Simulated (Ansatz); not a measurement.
The reference is SnO (space group P4/nmm, No. 129; a = 3.8371 Å, c = 4.7588 Å; layered, stacked along the Cartesian z axis).

Calculations: PBE-D3(BJ) (Ansatz, an electronic-structure program), no SOC.

Base values:

Pressure: 0.0 GPa

Now apply this change: every lattice vector is shortened by 3.00 %; the atoms relax in the strained cell.

Problem. Predict the new energy relative to the base.

Solution. The energy rises by 23 meV/atom.

Problem. Estimate the effect on the largest internal atomic displacement.

Solution. The largest internal atomic displacement comes out as 0.065 Å.

Problem. How does this affect the pressure?

Solution. The pressure (mean of the normal stresses, compression positive) goes from zero to 5.1 GPa.

No phonon test of stability was made. All final runs are without spin polarisation.
